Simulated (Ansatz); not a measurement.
This Ansatz (an electronic-structure program) input is the reference run, MoP (space group P-6m2, No. 187), computed with PBE (Ansatz, PAW, no spin-orbit coupling):

Ansatz 0.2 input:
```yaml
crystal:
  lattice:
    - [3.2416144361, 0, 0]
    - [-1.620807218, 2.8073204509, 0]
    - [0, 0, 3.1941040616]
  atoms:
    - { symbol: Mo, position: [0, 0, 0] }
    - { symbol: P, position: [0.3333333333, 0.6666666667, 0.5] }
basis: { ecutwfc: 420, ecutrho_ratio: 4, xc_grid: 2, fft_grid_basis: typed }
kpoints: { mp_grid: { grid: [16, 16, 15] } }
hamiltonian:
  xc: pbe
  dispersion: none
  pseudopotentials: { kind: paw }
scf: { occupations: { method: fermi_dirac, width: 0.05 }, convergence: { dr2_threshold: 0.0000000002 } }
output: { forces: true, stress: true }
checkpoint: { write: state.ck, write_every: 1000 }
```

Task: Write the input for this change: the cell is scaled by 0.9700 in all directions, atoms relaxed at fixed cell.

Result: 
Ansatz 0.2 input:
```yaml
crystal:
  lattice:
    - [3.144366003, 0, 0]
    - [-1.5721830015, 2.7231008374, 0]
    - [0, 0, 3.0982809398]
  atoms:
    - { symbol: Mo, position: [0, 0, 0] }
    - { symbol: P, position: [0.3333333333, 0.6666666667, 0.5] }
basis: { ecutwfc: 420, ecutrho_ratio: 4, xc_grid: 2, fft_grid_basis: typed }
kpoints: { mp_grid: { grid: [16, 16, 15] } }
hamiltonian:
  xc: pbe
  dispersion: none
  pseudopotentials: { kind: paw }
scf: { occupations: { method: fermi_dirac, width: 0.05 }, convergence: { dr2_threshold: 0.0000000002 } }
relax: { f_tol: 0.005, max_steps: 50 }
output: { forces: true, stress: true }
checkpoint: { write: state.ck, write_every: 1000 }
```
This is the input that was run.

The cells carry an imposed strain or load. No phonon test of stability was made. The final runs are not spin-polarised. An odd electron count without spin: MoP.
